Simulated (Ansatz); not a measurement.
The starting structures come from a database of crystals and need not be the phases stable at ambient conditions.

Where the default PAW files enter, the runs use the earlier of Ansatz's two default sets.

Tunnelling through a barrier is set by its complex band structure: the current falls as exp(−2κd) with the smallest κ.

Data:

```
CELL_PARAMETERS angstrom
      3.79257     0.00000     0.00000
     -1.89629     3.28447     0.00000
      1.89629    -1.09482     3.15982
ATOMIC_POSITIONS crystal
  Al 0.00000 0.00000 0.00000
  P  0.75000 0.25000 0.75000
```

Space group of this cell: R3m. The cell is strained (lengths across the current scaled by 0.98, ions clamped); by PBEsol its mean pressure is 3.7 GPa.

Transport runs along the normal of the first two printed cell vectors, the (111) (indices of the unstrained crystal) plane of the conventional cell.

The gap is the functional's own, uncorrected, and κ follows it; spin-orbit coupling is left out. Mid-gap means the computed energy nearest the middle.

Question: Predict the band gap and the smallest decay constant κ at mid-gap from PBEsol run with Ansatz (a quantum-chemistry and plane-wave program).

Answer: Gap 1.34 eV on a 10×10×10 mesh; κ = 0.143 1/Å, at the zone centre.
